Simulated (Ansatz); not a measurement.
**SrTiO3: response to strain**

Take SrTiO3 in the cubic perovskite structure (space group Pm-3m, No. 221; a = 3.9075 Å) as the base. Axes: x, y, z lie along the cube axes.

Strains are applied to the cell and any free atomic positions relax; under biaxial strain the out-of-plane vector relaxes too; under stress the whole cell relaxes.

All numbers come from Ansatz (a program for electronic structure) r2SCAN, no spin-orbit coupling, earlier PAW set.

Notes on the quantities. energy relative to the base: free energy F; pressure: mean of the normal stresses, compression positive.

```json
[
 {"variant": "base", "band gap": "2.27 eV", "volume per atom": "11.93 Å³", "space group": "Pm-3m (No. 221)", "energy relative to the base": "0 meV/atom", "pressure": "0.0 kbar"},
 {"variant": "biaxial strain +0.75 %, plane normal [001], relaxed out of plane", "band gap": "2.22 eV", "volume per atom": "12.06 Å³", "space group": "P4/mmm (No. 123)", "energy relative to the base": "+1.6 meV/atom", "pressure": "-18.9 kbar"},
 {"variant": "biaxial strain +2.56 %, plane normal [001], relaxed out of plane", "band gap": "2.13 eV", "volume per atom": "12.37 Å³", "space group": "P4/mmm (No. 123)", "energy relative to the base": "+18 meV/atom", "pressure": "-58.9 kbar"},
 {"variant": "isotropic strain −5.78 %", "band gap": "2.64 eV", "volume per atom": "9.98 Å³", "space group": "Pm-3m (No. 221)", "energy relative to the base": "+0.259 eV/atom", "pressure": "497.6 kbar"},
 {"variant": "uniaxial strain ε_yy = +3.01 %", "band gap": "2.14 eV", "volume per atom": "12.29 Å³", "space group": "P4/mmm (No. 123)", "energy relative to the base": "+11 meV/atom", "pressure": "-50.3 kbar"},
 {"variant": "uniaxial strain ε_zz = +1.08 %", "band gap": "2.22 eV", "volume per atom": "12.06 Å³", "space group": "P4/mmm (No. 123)", "energy relative to the base": "+1.5 meV/atom", "pressure": "-19.6 kbar"},
 {"variant": "uniaxial stress, 8 GPa compression along x", "band gap": "2.25 eV", "volume per atom": "11.79 Å³", "space group": "P4/mmm (No. 123)", "energy relative to the base": "+6.8 meV/atom", "pressure": "–"}
]
```

Beyond what the load breaks, stability against distortions was not tested. All final runs are without spin polarisation. Many cubic perovskites are stable only at high temperature; tilts and polar distortions were not tested.
